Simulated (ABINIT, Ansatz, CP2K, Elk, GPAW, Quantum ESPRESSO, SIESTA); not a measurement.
**MgI₂ (P-3m1, 3 atoms in the cell) computed with different codes at matched settings**

Self-consistent single point, at a second geometry (lattice scaled by 0.98). First geometry:

```
CELL_PARAMETERS angstrom
      2.08164    -3.60551     0.00000
      2.08164     3.60551     0.00000
      0.00000     0.00000     6.88195
ATOMIC_POSITIONS crystal
  Mg 0.00000 0.00000 0.00000
  I  0.33333 0.66667 0.24200
  I  0.66667 0.33333 0.75800
```

Shared settings, as Ansatz (a first-principles code) writes them: kpoints.mp_grid.grid = 5 5 3; scf.occupations.method = fermi_dirac; scf.occupations.width = 0.01 eV. Potentials and cutoffs stand in the table.

```json
[
 {"code": "Ansatz", "model": "PBE, default PAW files", "ΔF from the first geometry (meV/atom)": "27.1", "pressure (GPa)": "3.30", "largest force (eV/Å)": "0.325", "gap on the mesh (eV)": "3.614", "cutoff": "420 eV"},
 {"code": "SIESTA", "model": "GGA PBE, numerical atomic orbitals DZP, PseudoDojo PBE standard norm-conserving potentials (rewritten from UPF to PSML)", "ΔF from the first geometry (meV/atom)": "36.9", "pressure (GPa)": "4.26", "largest force (eV/Å)": "0.685", "gap on the mesh (eV)": "3.687", "cutoff": "grid 300 Ry"},
 {"code": "Quantum ESPRESSO", "model": "PBE, GBRV 1.5 ultrasoft (PBE) pseudopotentials", "ΔF from the first geometry (meV/atom)": "27.2", "pressure (GPa)": "3.34", "largest force (eV/Å)": "0.329", "gap on the mesh (eV)": "3.604", "cutoff": "40 Ry"},
 {"code": "GPAW", "model": "PBE, GPAW PAW datasets PBE (gpaw-data 1.0.1)", "ΔF from the first geometry (meV/atom)": "27.3", "pressure (GPa)": "3.34", "largest force (eV/Å)": "0.327", "gap on the mesh (eV)": "3.628", "cutoff": "800 eV"},
 {"code": "CP2K", "model": "PBE, GPW, DZVP-MOLOPT-SR-GTH basis, GTH-PBE potentials (GTH_POTENTIALS)", "ΔF from the first geometry (meV/atom)": "38.9", "pressure (GPa)": "4.34", "largest force (eV/Å)": "0.550", "gap on the mesh (eV)": "3.629", "cutoff": "grid 1000 Ry"},
 {"code": "Elk", "model": "PBE, all-electron FP-LAPW, Elk's shipped species files, APW+lo basis with extra local orbitals", "ΔF from the first geometry (meV/atom)": "35.6", "pressure (GPa)": "–", "largest force (eV/Å)": "0.305", "gap on the mesh (eV)": "3.603", "cutoff": "rgkmax 8"},
 {"code": "ABINIT", "model": "PBE, PAW (JTH v2.0 PBE PAW)", "ΔF from the first geometry (meV/atom)": "27.4", "pressure (GPa)": "3.31", "largest force (eV/Å)": "0.332", "gap on the mesh (eV)": "3.611", "cutoff": "20 Ha"}
]
```

A dash marks a value that a program does not give, or that is left out as unsure.

Gaps are read on the mesh.

On Ansatz's run: spin-orbit coupling is off.

The spread over the programs that give each value: ΔF from the first geometry within 11.8 meV/atom; pressure within 1.04 GPa; largest force within 0.380 eV/Å; gap on the mesh within 0.084 eV.

SIESTA and CP2K use small atom-centred bases, whose incompleteness enters pressures, forces and empty levels differently from a plane-wave cutoff. Elk treats all electrons, but the usual bases taken here (sphere radii, linearisation, local orbitals, empty states) were not tested for convergence, so the values are no reference for the others. Ansatz's pressure is given at a fixed set of plane waves, as the other plane-wave codes print theirs. In the pressure, CP2K (by 1.01) lies more than 1 GPa from the median of the plane-wave programs. In the force vectors, SIESTA (by 0.357) and CP2K (by 0.223) lie more than 0.08 eV/Å from the median of the plane-wave programs.

The starting cell has typed, rounded lattice constants, without a prior relaxation at this level. Its lattice was rescaled by a random factor within 2.5 % of one. For this run, on top of that: lattice scaled by 0.98.

Left out of this page: FLEUR (unsound by tests on forces, stress, charge or solver warnings).

Keys are those of Ansatz 0.2.
